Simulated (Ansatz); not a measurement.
Consider C vacancy in 3C silicon carbide, charge state +2. The step: a nearby C atom hops onto the vacant site; the atom moves 3.07 Å along (0.00, -0.50, -0.50) of the unit cell; the moving atom starts with neighbours Si at 1.86, 2 Si at 1.90, Si at 1.93 Å and ends with Si at 1.86, 2 Si at 1.90, Si at 1.93 Å. A PBE band in Ansatz (plane-wave PAW, one k-point at (0.250, 0.250, 0.250), 216 host sites, 42 SCF runs with any check of the saddle's order, static, no finite-size correction) gives a forward barrier of 5.04 eV. The saddle point's order was not checked, and it lies on a symmetry element of the cell, where a band can be held. The charge state is imposed; whether it is stable for some Fermi level was not computed. Forms of the defect that were not tried may lie lower.

Single points at the band's start and saddle point can refine it. Rough cost of one point, in units of the band's mean SCF on the same machine:

```tsv
Level	Cost of one point
PBE, a 2×2×2 k-point mesh shifted by half a step	about 5
r2SCAN at 500 eV, one k-point at (0.250, 0.250, 0.250)	about 2
PBE, Γ point alone	under 2
HSE06, Γ point alone	about 10
```

Q: Which of these move the barrier by more than 0.1 eV, and how far does each move it?

A: PBE, a 2×2×2 k-point mesh shifted by half a step: +0.04 eV; r2SCAN at 500 eV, one k-point at (0.250, 0.250, 0.250): +0.43 eV; PBE, Γ point alone: +0.05 eV; HSE06, Γ point alone: +0.35 eV. Each functional is compared with PBE at the same k-points.

Ansatz is a quantum-chemistry and plane-wave program.
